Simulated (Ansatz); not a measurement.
## Response to strain in C

Take C in the diamond structure (space group Fd-3m, No. 227; a = 3.5603 Å) as the base.

Strains are applied to the cell and any free atomic positions relax.

Calculations: DFT with r2SCAN, PAW potentials and a 500 eV plane-wave cutoff in Ansatz (a quantum-chemistry and plane-wave program), no spin-orbit coupling.

```csv
isotropic strain (%),pressure (GPa)
-3,48.6
-2.5,39.3
-2,30.5
-1.5,22.2
-1,?
-0.5,7.0
0,0.0
```

Fit P = P₀ − Bδ + Cδ² with δ = (1 + ε)³ − 1 to the rows shown and predict the withheld row.

Least squares on the printed values gives P₀ = 0.0 GPa, B = 442 GPa, C = 1300 GPa (largest residual 0.1 GPa); this predicts 14.3 GPa, and the run gives 14.4 GPa, in agreement.

Whether these cells are dynamically stable was not tested.
